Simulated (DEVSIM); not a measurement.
Device: abrupt Si p-n junction, at 300 K.

| layer (left to right) | material | thickness (μm) | Nd (cm⁻³) | Na (cm⁻³) | τn (s) | τp (s) |
|---|---|---|---|---|---|---|
| 1 | Si | 0.500 | - | 1.2e18 | 1.3e-6 | 1.3e-6 |
| 2 | Si | 3.70 | 1.1e16 | - | 1.3e-6 | 1.3e-6 |

Left contact: ohmic. Right contact: ohmic. Voltage is applied to the left contact. Recombination: SRH at mid-gap, Auger. Mobility is μmin + (μ − μmin)/(1 + (N/Nref)^α).

This is a model device: material constants are rounded textbook-type values typed into the input, and sizes, dopings and lifetimes were drawn at random. Values at 300 K.

```
parameter           Si
-------------  -------
gap (eV)         1.124
affinity (eV)     4.05
permittivity      11.7
Nc (cm⁻³)      2.86e19
Nv (cm⁻³)       3.1e19
μn (cm²/Vs)       1417
μp (cm²/Vs)        470
μn,min              52
μp,min              45
Nref,n          9.7e16
Nref,p          2.2e17
αn                0.68
αp                0.72
Cn (cm⁶/s)     2.8e-31
Cp (cm⁶/s)     9.9e-32
```

Model (solved in DEVSIM): 1D drift-diffusion, Boltzmann statistics, complete ionisation; no tunnelling, impact ionisation, image-force lowering or self-heating.

The thickness of layer 2 was swept, all else fixed.

```csv
thickness of layer 2 (μm),dark forward voltage at 1 A/cm² (V),dark forward voltage at 100 A/cm² (V)
0.74,0.566,0.692
1.3,0.583,0.711
2.2,?,?
3.7,0.611,0.745
6.3,0.625,0.763
11,0.638,0.782
18,0.648,0.798
```

Question: Some entries are withheld; supply them.

Answer: 
- 2.2, dark forward voltage at 1 A/cm² (V): 0.597
- 2.2, dark forward voltage at 100 A/cm² (V): 0.728
